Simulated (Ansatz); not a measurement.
Take TiSi₂ (space group Cmcm, No. 63; a = 3.527 Å, b = 13.517 Å, c = 3.565 Å) as the base. Axes: x, y, z lie along a, b, c of the conventional cell.

The values are results of Kohn–Sham DFT with the r2SCAN functional, run in Ansatz (a first-principles code) with PAW and 500 eV plane waves, spin-orbit coupling left out, not measurements.

Base values:

- Band gap = zero
- Pressure = 0.0 GPa

Perturbation: the cell is compressed by 0.46 % along y with no lateral relaxation; the atoms relax in the strained cell.

**Question.** How does this affect the band gap?

**Answer.** The band gap remains zero.

**Question.** What happens to the pressure?

**Answer.** The pressure (mean of the normal stresses, compression positive) goes from zero to 0.5 GPa.

**Question.** What happens to the energy relative to the base?

**Answer.** The energy is nearly the same.

Without a gap, meshes like the base's 14×14×13 leave anisotropic stresses uncertain by several tenths of a GPa, and small strain energies with them. Stability against distortions was not tested. All final runs are without spin polarisation.
